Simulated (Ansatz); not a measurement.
Base system: Si in the diamond structure (space group Fd-3m, No. 227).

```xyz
2
Lattice="0.0000 2.7010 2.7010 2.7010 0.0000 2.7010 2.7010 2.7010 0.0000" Properties=species:S:1:pos:R:3 pbc="T T T"
Si     0.0000     0.0000     0.0000
Si     1.3505     1.3505     1.3505
```

Cartesian axes are those of the cell as printed.

Computed with LDA, PAW, 420 eV (Ansatz, a quantum-chemistry and plane-wave program; no SOC).

Before the change:

| Quantity | Value |
|---|---|
| Valence-band top at Γ | 0.00, 0.00, 0.00 eV |

One thing is altered: tensor shear ε_xy = +0.57 % (engineering shear γ = 0.0114); the atoms relax in the strained cell.

Task: How does this affect the energy relative to the base, valence-band top at Γ and stress?

Result: The energy grows by 0.6 meV/atom; the valence-band top at Γ (three highest levels, from the VBM) becomes 0.00, -0.06, -0.11 eV (base: 0.00, 0.00, 0.00 eV); the stress (xx, yy, zz, yz, xz, xy; compression positive) amounts to (0.00, 0.00, -0.01, 0.00, 0.00, -0.86) GPa.

The levels and masses belong to the bands next to the band gap. Whether these cells are dynamically stable was not tested.
